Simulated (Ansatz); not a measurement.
Output of an Ansatz run (abridged):

```
WARN basis.ecutwfc = 420 eV, the default
WARN ansatz: RAYON_NUM_THREADS=1 ignored (pool sized by the plan → 1); use --threads N
Pseudopotentials: kind: paw
Pseudopotential: Sc, paw, valence charge 11
Pseudopotential: Cu, paw, valence charge 19
Crystal: 4 atoms, lattice volume = 85.412 Å³
Basis set: ecut = 420 eV, 1743 PW (Γ), exchange–correlation on 60×60×60 points (8 copies of the dense FFT grid, shifted against one another)
Bands: 32, of which v1, the nominal top of the filled ones, is band 26 counted from 1 (25 counted from 0)
Symmetry: 48 space group operations
Space group: Pm-3m (ITA 221), of the structure as read, at distance tolerance 4.4e-5 Å
k-points: 20 of 216
Initial density: superposition of atomic densities (neutral atoms: chi_scale 0, normalization atom), corrected by the library's trained network
Initial wavefunctions: pseudopotential atomic-orbital guess
Eigensolver: davidson
Functional: x = pbe(κ = 0.804, μ = 0.2195149727645171), c = pbe(β = 0.06672455060314922)
SCF iter   1: F=—  HF=-13032.467463 eV  |F-HF|=—  |Δ(HF+E_count)|=         —  Δρ=8.16e-3  dr2=8.48e-2  ethr=1.77e-3  ⟨swp⟩=4.0  Hψ=2054  notcnv=0
all-band conjugate gradients solve this SCF's bands
preconditioner: auto → Kerker (q_TF=auto, 2.512 Å⁻¹)
SCF iter   2: F=—  HF=-13032.454373 eV  |F-HF|=—  |Δ(HF+E_count)|=   1.31e-2  Δρ=3.57e-3  dr2=2.74e-2  ethr=1.63e-4  ⟨swp⟩=1.0  Hψ=800  notcnv=0
SCF iter   3: F=—  HF=-13032.450381 eV  |F-HF|=—  |Δ(HF+E_count)|=   3.99e-3  Δρ=2.80e-3  dr2=4.99e-3  ethr=5.26e-5  ⟨swp⟩=2.0  Hψ=772  notcnv=0
SCF iter   4: F=—  HF=-13032.449431 eV  |F-HF|=—  |Δ(HF+E_count)|=   9.49e-4  Δρ=6.70e-4  dr2=3.29e-4  ethr=9.60e-6  ⟨swp⟩=2.0  Hψ=746  notcnv=0
SCF iter   5: F=—  HF=-13032.449382 eV  |F-HF|=—  |Δ(HF+E_count)|=   4.93e-5  Δρ=1.40e-4  dr2=3.06e-5  ethr=6.32e-7  ⟨swp⟩=2.1  Hψ=1031  notcnv=0
SCF iter   6: F=—  HF=-13032.449259 eV  |F-HF|=—  |Δ(HF+E_count)|=   1.23e-4  Δρ=3.84e-5  dr2=2.22e-6  ethr=5.88e-8  ⟨swp⟩=2.0  Hψ=912  notcnv=0
SCF iter   7: F=—  HF=-13032.449258 eV  |F-HF|=—  |Δ(HF+E_count)|=   2.49e-7  Δρ=2.36e-5  dr2=3.36e-7  ethr=4.26e-9  ⟨swp⟩=2.0  Hψ=838  notcnv=0
SCF iter   8: F=-13032.449258 eV  HF=-13032.449258 eV  |F-HF|=1.62e-8  |Δ(HF+E_count)|=   4.43e-8  Δρ=2.93e-6  dr2=5.61e-9  ethr=1.92e-10  ⟨swp⟩=5.2  Hψ=1966  notcnv=0
SCF 1 converged in 8 iterations: F = -13032.449258 eV  dr2 = 5.61e-9
SCF converged after 8 iterations
Free energy (F): -13032.449258 eV
Harris-Foulkes:  -13032.449258 eV  (|F-HF|=1.62e-8)
Internal energy: -13032.418942 eV  (E = F + TS)
E sigma→0 (E₀):  -13032.434100 eV
Entropy (-TS):   -0.030316 eV (-7.579 meV/atom)
Fermi energy:    10.346636 eV
--- Per-component energies (eV) ---
  E_band       = -952.756376
  E_kinetic    = 1079.704018
  E_local      = -7779.476291  (includes V_loc(G=0)·N_el)
  E_nonlocal   = 635.220556
  E_hartree    = 3203.680589
  E_xc         = -401.495557
  E_vxc        = -501.546520  (∫ρ·V_xc dr)
  E_paw        = -4526.061463  (= ΣΔE_a)
  E_vpaw       = -794.023593  (= ΣTr[D̂ρ^β])
  E_aug_tail   = 0.000338  (compensation charges beyond the density's cutoff)
  E_ewald      = -5243.991133
  E_smearing   = -0.030316  (= −TS)
  E_closure    = -0.000000  (closes the sum)
  Σ components = -13032.449258   (vs F -13032.449258, Δ=0.00e0)
--- Forces (eV/Å), atoms counted from 1 ---
  atom   1  Sc     0.00000000    -0.00000000     0.00000000
   [... zero for the other atoms too ...]
  max |Σ_I F_I| component: 9.68e-29 eV/Å
--- Stress (GPa, compression-positive) ---
       -2.299479       0.000000       0.000000
        0.000000      -2.299479       0.000000
        0.000000       0.000000      -2.299479
  P = ⅓ Tr σ = -2.2995 GPa (-22.995 kbar)
  The stress holds the Pulay correction. Without it, at fixed plane waves, as pw.x and ABINIT print it: P = -2.3303 GPa
--- Band table (eV; the first three rows and the last of 20) ---
  k-point 0: bands = ["-102.1383", "-59.4890", "-59.4890", "-59.4890", "-39.2371", "-39.1327", "-39.1327", "-18.0345", "-18.0345", "-18.0345", "-17.7496", "-17.7496", "-17.7496", "-17.6304", "-17.6304", "-17.6304", "4.4937", "7.3961", "7.3961", [...]
  k-point 1: bands = ["-102.1383", "-59.4889", "-59.4889", "-59.4889", "-39.2309", "-39.1389", "-39.1326", "-18.0194", "-18.0194", "-18.0104", "-17.7549", "-17.7549", "-17.7516", "-17.6606", "-17.6408", "-17.6408", "4.7408", "7.4339", "7.4488", [...]
  k-point 2: bands = ["-102.1383", "-59.4889", "-59.4889", "-59.4889", "-39.2150", "-39.1547", "-39.1325", "-17.9837", "-17.9837", "-17.9428", "-17.7723", "-17.7723", "-17.7558", "-17.7403", "-17.6603", "-17.6603", "5.4383", "7.3672", "7.5507", [...]
  k-point 19: bands = ["-102.1383", "-59.4889", "-59.4889", "-59.4889", "-39.1667", "-39.1667", "-39.1667", "-18.2097", "-17.9692", "-17.9692", "-17.9692", "-17.6704", "-17.6704", "-17.6151", "-17.6151", "-17.6151", "7.2004", "7.3953", "7.3953", [...]
```

The structure:

```xyz
4
Lattice="4.4039 0.0000 0.0000 0.0000 4.4039 0.0000 0.0000 0.0000 4.4039" Properties=species:S:1:pos:R:3 pbc="T T T"
Sc     0.0000     2.2020     2.2020
Sc     2.2020     2.2020     0.0000
Sc     2.2020     0.0000     2.2020
Cu     0.0000     0.0000     0.0000
```

Q: Reconstruct the input of this run.

A: Other spellings and defaults could give the same log, and not every line can be read from it. The input that was run (DFT, PBE, plane waves, default PAW files):

Ansatz 0.2 input:
```yaml
crystal:
  lattice:
    - [4.403921, 0.000000, 0.000000]
    - [0.000000, 4.403921, 0.000000]
    - [0.000000, 0.000000, 4.403921]
  atoms:
    - { symbol: Sc, position: [0.000000, 0.500000, 0.500000] }
    - { symbol: Sc, position: [0.500000, 0.500000, 0.000000] }
    - { symbol: Sc, position: [0.500000, 0.000000, 0.500000] }
    - { symbol: Cu, position: [0.000000, 0.000000, 0.000000] }
kpoints:
  mp_grid: { grid: [6, 6, 6] }
hamiltonian:
  xc: pbe
  pseudopotentials: { kind: paw }
scf:
  occupations: { method: gaussian, width: 0.1 }
output:
  forces: true
  eigenvalues: true
  stress: true
```

The starting cell was generated: these elements placed on a structure prototype, without a prior relaxation; it need not be a known phase or ordering of this composition. Its lattice was rescaled by a random factor within 2.5 % of one. Spin polarisation is off. Ansatz's pressure includes its estimate of the finite-basis (Pulay) stress.

Ansatz is a first-principles code.
